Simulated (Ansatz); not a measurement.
F on the 1x1 (110) surface of bcc Ta, one in a 2x1 cell, energies for each (15.6 Å²). Energies are against ½ F2(g), without zero-point or thermal terms; each row is named by its start.

These are PBE (plane waves to 420 eV, PAW; Ansatz, a first-principles code) values and carry that method's errors.

### Question
Which site binds most strongly?
A) bridge Ta-Ta (span 2.9 Å)
B) top Ta
C) bridge Ta-Ta (span 3.3 Å)
D) hollow Ta-Ta-Ta

### Answer
D, hollow Ta-Ta-Ta. Adsorption energies: hollow Ta-Ta-Ta -4.54 eV; bridge Ta-Ta (span 3.3 Å) -4.38 eV; bridge Ta-Ta (span 2.9 Å) -4.28 eV; top Ta -4.11 eV.
